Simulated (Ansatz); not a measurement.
## A computed series for Sc: pressure series

Start from Sc in the fcc (Cu type) structure (space group Fm-3m, No. 225; a = 4.553 Å).

Cell and atoms are relaxed at each pressure.

The values are results of Ansatz (an electronic-structure program) PBEsol, scalar-relativistic without spin-orbit coupling, not measurements.

Notes on the quantities. enthalpy: H = E + PV relative to the base's energy.

```json
[
 {"change": "base", "enthalpy": "–", "density": "3.16 g/cm³"},
 {"change": "pressure −2 GPa", "enthalpy": "-0.30 eV/atom", "density": "3.04 g/cm³"},
 {"change": "pressure −1 GPa", "enthalpy": "-0.15 eV/atom", "density": "3.10 g/cm³"},
 {"change": "pressure 0.3 GPa", "enthalpy": "+0.04 eV/atom", "density": "3.18 g/cm³"},
 {"change": "pressure 0.7 GPa", "enthalpy": "+0.10 eV/atom", "density": "3.20 g/cm³"},
 {"change": "pressure 1.5 GPa", "enthalpy": "+0.22 eV/atom", "density": "3.25 g/cm³"},
 {"change": "pressure 3 GPa", "enthalpy": "+0.43 eV/atom", "density": "3.33 g/cm³"},
 {"change": "pressure 5 GPa", "enthalpy": "+0.70 eV/atom", "density": "3.43 g/cm³"},
 {"change": "pressure 7.5 GPa", "enthalpy": "+1.04 eV/atom", "density": "3.55 g/cm³"},
 {"change": "pressure 10 GPa", "enthalpy": "+1.36 eV/atom", "density": "3.67 g/cm³"}
]
```

Load acts through the strain it causes; cell and atoms are relaxed under it. No phonon test of stability was made. No other phases were tried under pressure. All final runs are without spin polarisation. This is not the structure that Sc has at room temperature and ambient pressure.
